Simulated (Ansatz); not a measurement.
Take Sn (space group I4_1/amd, No. 141; a = 5.833 Å, c = 3.158 Å) as the base.

Computed with PBEsol (Ansatz, an electronic-structure program; PAW; 420 eV plane waves; no spin-orbit coupling), earlier PAW set.

One change was made to it. Results:

| quantity | base | after |
|---|---|---|
| c/a ratio | 0.541 | 0.493 |
| density | 7.34 g/cm³ | 6.76 g/cm³ |

Q: Name the change that was made.
A) Sn → Ge
B) Sn → Zn
C) Sn → In

A: B, Sn → Zn. For comparison, the c/a ratio in the other runs: Sn → Ge gives 0.547; Sn → In gives 0.527.

No phonon test of stability was made. As relaxed here, Zn and In are hypothetical phases, not in the database extracts checked. For Ge in this form, whether it has been made was not checked. This is not the structure that Ge has at room temperature and ambient pressure.
